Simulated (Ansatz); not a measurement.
TiSi2 under a change: Si → Ni

Take TiSi₂ (space group Fddd, No. 70; a = 4.7791 Å, b = 8.2295 Å, c = 8.5206 Å) as the base.

It is then changed as follows: full substitution Si → Ni, then cell and atoms are relaxed.

Level of theory: plane-wave PAW DFT at the r2SCAN level (Ansatz, a program for electronic structure, 500 eV), without spin-orbit coupling. Γ-centred 12×12×12 mesh, Fermi–Dirac width 0.05 eV, for the changed cell.

| quantity | base | changed | shift |
|---|---|---|---|
| density | 4.12 g/cm³ | 7.54 g/cm³ | +3.42 g/cm³ |
| space group | Fddd (No. 70) | Fddd (No. 70) | – |
| shortest interatomic distance | 2.519 Å | 2.474 Å | -0.045 Å |
| band gap | zero | zero | – |

Stability against distortions was not tested. As relaxed here, TiNi2 is a hypothetical phase, not in the database extracts checked. Starting moments died away, wholly or in part, for Si → Ni; another magnetic solution may exist. All final runs are without spin polarisation.
